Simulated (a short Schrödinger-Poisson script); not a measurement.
**MOS inversion layer, Si3N4 on p-type Ge(100)**

Structure: MOS inversion layer, Si3N4 on p-type Ge(100), at 300 K.

| layer | material | thickness (nm) | Na (cm⁻³) |
|---|---|---|---|
| 1 | Si3N4 | 6.3 | - |
| 2 | Ge | 390 | 1.1e18 |

The device is made up for the run: typed textbook-type constants, with dimensions and the other settings drawn at random. Si3N4: permittivity 7.5, conduction-band edge (eV) 1.9, gap (eV) 5.1, electron mass (mₑ) 0.5. Ge: permittivity 16, conduction-band edge (eV) 0, gap (eV) 0.664, Nv at 300 K (cm⁻³) 6e18.

Channel valleys (confinement mass, in-plane density-of-states mass, number): L4 0.12, 0.295, 4. At the gate the conduction-band edge of layer 1 lies 2.16 eV − eVg above the Fermi level of the channel; the field vanishes at the back. Gaps are held at their typed values at every temperature. Mesh 0.03 nm at interfaces.

Solved with a short Schrödinger-Poisson script written for these runs: 1D Poisson equation in equilibrium, electrons quantum, Hartree (BenDaniel-Duke, 12 states a valley, the channel's in-plane mass for all, wave functions ending at the dielectric), parabolic valleys, classical holes, full ionisation, no traps, pinning or gate leakage.

```
Vg (V)  electrons (cm⁻²)  C (μF/cm²)  L4 E0 (meV)  L4 E1 (meV)
------  ----------------  ----------  -----------  -----------
0.45              8.96e6       0.373        367.0        463.1
0.6               2.42e8       0.346        281.5        389.1
0.75              7.75e9       0.341        191.7        309.3
0.9              1.57e11       0.545        113.8        239.3
1.05             6.77e11       0.747         75.4        206.4
1.2              1.37e12       0.816         56.3        191.6
1.35             2.14e12       0.848         44.1        183.3
1.5              2.93e12       0.866         35.1        177.8
1.65             3.74e12       0.879         27.9        174.0
1.8              4.57e12       0.888         21.9        171.2
1.95             5.40e12       0.895         16.6        169.0
2.1              6.24e12       0.901         12.0            -
2.25             7.09e12       0.906            -            -
2.4              7.94e12       0.911            -            -
2.55             8.80e12       0.914            -            -
2.7              9.66e12       0.918            -            -
2.85             1.05e13       0.921            -            -
3                1.14e13       0.923            -            -
```

Gate voltages with under 1e6 electrons/cm² are left out.

Subbands count from the Fermi level; a dash marks a level above the dielectric's band edge.

Only the L valleys are kept; under strong confinement the Δ valleys of Ge fill too.
